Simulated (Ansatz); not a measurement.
Start from BaCd2P2 (space group P-3m1, No. 164; a = 4.3682 Å, c = 7.4677 Å; a cell from a computed database, its experimental status unchecked).

Level of theory: Ansatz (an electronic-structure program), PBEsol, PAW, cutoff 420 eV, no SOC.

Carriers are added at fixed cell with a uniform background; the Fermi–Dirac width is that of 300 K.

One change was made to it. Results:

```tsv
quantity	base	after
largest internal atomic displacement	–	0.032 Å
Fermi level relative to the doped band's edge (positive inside the band; to 0.05 eV)	–	+0.55 eV
gap between the host's bands	0.77 eV	0.72 eV
gap character	indirect, Γ → A	indirect, Γ → A
```

Problem. Which of these changes matches the shifts?
A. electrons 3.0×10^21 cm⁻³
B. holes 5.0×10^21 cm⁻³
C. holes 3.0×10^21 cm⁻³
D. holes 1.0×10^22 cm⁻³

Solution. A, electrons 3.0×10^21 cm⁻³. For comparison, the gap between the host's bands in the other runs: holes 1.0×10^22 cm⁻³ gives 0.88 eV; holes 3.0×10^21 cm⁻³ gives 0.81 eV; holes 5.0×10^21 cm⁻³ gives 0.83 eV.

Carriers are added with a uniform compensating background; total energy and stress of such cells depend on the potential's zero and are not compared; many-body gap narrowing is missing at this level. Whether these cells are dynamically stable was not tested.
